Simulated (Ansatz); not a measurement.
Results of HSE06 in Ansatz (PAW) for LaBr3 (P6₃/m, No. 176).

Numerical settings: plane-wave cutoff 460 eV, 6×6×6 k mesh, Fermi–Dirac smearing 0.01 eV, scalar-relativistic PAW data made under PBE.

Computed at the level's own relaxed cell.

Q: What does this level give for the band gap, lattice parameter a and lattice parameter c?

A: 
* **band gap**: 4.66 eV (on the SCF k mesh)
* **lattice parameter a**: 8.071 Å
* **lattice parameter c**: 4.505 Å

Measured, for comparison: band gap 5.9 eV (temperature not stated, no zero-point or thermal correction, literature value; as tabulated in Przystupa et al. (2023), doi:10.3390/ma16145085).

Spin–orbit coupling is not included.

Ansatz is a program for electronic structure.
